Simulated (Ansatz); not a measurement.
## CdSe: uniaxial strain ε_zz = −0.60 %

The reference is CdSe in the wurtzite structure (space group P6_3mc, No. 186; a = 4.383 Å, c = 7.154 Å). Axes: x lies along a and z along c of the hexagonal cell.

Perturbation: the cell is compressed by 0.60 % along z with no lateral relaxation, atoms relaxed at fixed cell.

All numbers come from PBE (Ansatz, a program for electronic structure; PAW; 420 eV plane waves; without spin-orbit coupling). k-mesh 9×9×5 (Γ-centred); smearing 0.05 eV (Fermi–Dirac).

| quantity | base | changed | shift |
|---|---|---|---|
| volume per atom | 29.75 Å³ | 29.58 Å³ | -0.179 Å³ |
| space group | P6_3mc (No. 186) | P6_3mc (No. 186) | – |
| shortest interatomic distance | 2.682 Å | 2.677 Å | -0.005 Å |
| energy relative to the base (free energy F) | 0 meV/atom | +0.2 meV/atom | +0.2 meV/atom |
| pressure (mean of the normal stresses, compression positive) | 0.00 GPa | 0.28 GPa | +0.274 GPa |
| band gap | 0.54 eV | 0.57 eV | +0.023 eV |
| gap character | direct at Γ | direct at Γ | – |
| electron mass | – | 0.056 mₑ along z, 0.059 mₑ across (at Γ) | – |
| valence-band top at Γ (three highest levels, from the VBM) | 0.00, 0.00, -0.04 eV | 0.00, 0.00, -0.02 eV | – |
| stress (xx, yy, zz, yz, xz, xy; compression positive) | – | (0.19, 0.19, 0.45, 0.00, 0.00, 0.00) GPa | – |

Final structure:

```xyz
4
Lattice="4.3828 0.0000 0.0000 -2.1914 3.7956 0.0000 0.0000 0.0000 7.1114" Properties=species:S:1:pos:R:3 pbc="T T T"
Cd     0.0000     2.5304    -0.0036
Cd     2.1914     1.2652     3.5522
Se     0.0000     2.5304     2.6775
Se     2.1914     1.2652     6.2332
```

Effective masses come from finite differences of ±0.01 Å⁻¹. Stability against distortions was not tested.
